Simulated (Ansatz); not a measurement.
# BaTaO3 (model structure, within 0.1 Å of Pm-3m, No. 221, 5 atoms in the cell): properties by level of theory

```
level (code)     bulk modulus (GPa)  cohesive energy (eV/atom)
---------------  ------------------  -------------------------
LDA (Ansatz)                    211                       7.94
PBEsol (Ansatz)                 196                       7.24
r²SCAN (Ansatz)                 195                       6.85
```

Caveats: the bulk modulus is −V dP/dV from two relaxed cells at ±2 % in volume (LDA, PBEsol, r²SCAN). Ansatz's density-functional and Hartree–Fock values are scalar-relativistic unless marked +SOC, with PAW data made under PBE.

Unless a cell is named, each level is at its own relaxed cell (LDA 13.17, PBEsol 13.48, r²SCAN 13.70 Å³/atom).

Free atoms are spin-polarised, in the lowest state found; at levels without +SOC their spin–orbit coupling is left out.

Computed values are for the static lattice.

A model structure was made by putting elements into a prototype or built by hand; it is no filed structure, need not be a known phase, and can be a saddle point held by its symmetry.

Ansatz is a first-principles code.
